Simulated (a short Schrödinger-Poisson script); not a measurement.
System: symmetric double-gate stack, Si3N4 on p-type Si(100), at 300 K.

```csv
layer,material,thickness (nm),Na (cm⁻³)
1,Si3N4,3.5,-
2,Si,10,1e15
3,Si3N4,3.5,-
```

Constants are typed, rounded textbook-type inputs, not results; the design itself was drawn at random and stands for no fabricated device. Si3N4: permittivity 7.5, conduction-band edge (eV) 1.95, gap (eV) 5.1, electron mass (mₑ) 0.5. Si: permittivity 11.7, conduction-band edge (eV) 0, gap (eV) 1.124, Nv at 300 K (cm⁻³) 3.1e19.

Channel valleys (confinement mass, in-plane density-of-states mass, number): Δ2 0.916, 0.19, 2; Δ4 0.19, 0.417, 4. At the gates, both at one voltage, the conduction-band edge of layer 1 lies 2.1 eV − eVg above the Fermi level of the channel. Gaps are held at their typed values at every temperature. Mesh 0.03 nm at interfaces.

From a short Schrödinger-Poisson script (our own, NumPy): 1D Poisson equation in equilibrium, electrons classical, Fermi-Dirac, parabolic valleys, classical holes, full ionisation, no traps, pinning or gate leakage.

The same stack at other levels of the model or other numerical settings:

```
run                                        sheet density of all electrons at Vg = 0.85 V (cm⁻²)  sheet density of all electrons at Vg = 0.25 V (cm⁻²)  capacitance of both gates at Vg = 0.85 V (μF/cm²)  gate voltage at 1e11 electrons/cm² (V)  rough cost against the base
-----------------------------------------  ----------------------------------------------------  ----------------------------------------------------  -------------------------------------------------  --------------------------------------  ---------------------------
base                                                                                    1.49e13                                               3.03e12                                               3.34                                    0.01                      about 1
electrons treated as classical, Boltzmann                                                   ___                                               3.06e12                                               3.51                                    0.01                          0.3
electrons treated as quantum, Hartree                                                       ___                                               2.46e12                                                ___                                    0.03                            7
mesh six times as coarse                                                                1.47e13                                               3.00e12                                               3.30                                    0.01                          0.4
```

Problem. Fill in the missing entries.

Solution. 
- electrons treated as quantum, Hartree, capacitance of both gates at Vg = 0.85 V (μF/cm²): 2.97
- electrons treated as classical, Boltzmann, sheet density of all electrons at Vg = 0.85 V (cm⁻²): 1.54e13
- electrons treated as quantum, Hartree, sheet density of all electrons at Vg = 0.85 V (cm⁻²): 1.27e13

The classical rows ignore confinement, and Boltzmann statistics overrate the density once the band edge passes the Fermi level.
